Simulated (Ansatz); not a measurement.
We consider Ti4AlN3 (P6₃/mmc, No. 194), described by BLYP in Ansatz (plane waves, PAW).

Settings: plane-wave cutoff 520 eV, 24×24×4 k mesh (along the axes of the cell as run), Fermi–Dirac smearing 0.05 eV, no spin polarisation, scalar-relativistic PAW data made under PBE.

Energies at three volumes about the minimum:

```csv
V (Å³/atom),E − E_lowest (meV/atom)
11.511,2.77
11.745,0.00
11.980,2.53
```

### Question
Fit a parabola by hand: where is the minimum, and what is the bulk modulus?

### Answer
Slopes: (0.00 − 2.77)/(11.745 − 11.511) = -11.838 and (2.53 − 0.00)/(11.980 − 11.745) = 10.766 meV/Å³. Curvature E″ = 2 × (10.766 − (-11.838))/(11.980 − 11.511) = 96.392 meV/Å⁶. From the middle of the first interval, the slope vanishes at V0 = 11.6280 − (-11.838)/96.392 = 11.751 Å³/atom. B = V0 E″ = 11.751 × 96.392 meV/Å³ × 0.1602 GPa per meV/Å³ = 181 GPa. The full Birch–Murnaghan fit to all volumes gives V0 = 11.746 Å³/atom and B0 = 180 GPa.

Shape and atoms are relaxed at each volume.

Measured, for comparison: bulk modulus 216 ± 2 GPa (room temperature, not corrected to a static lattice; as tabulated in High pressure study of Ti4AlN3 to 55 GPa). Computed (rounded) less measured: bulk modulus -17 %.

Note: the run has no spin polarisation, so it can have missed a magnetic state; the bulk modulus comes from volumes at which shape and atoms were relaxed.

Ansatz is an electronic-structure program.
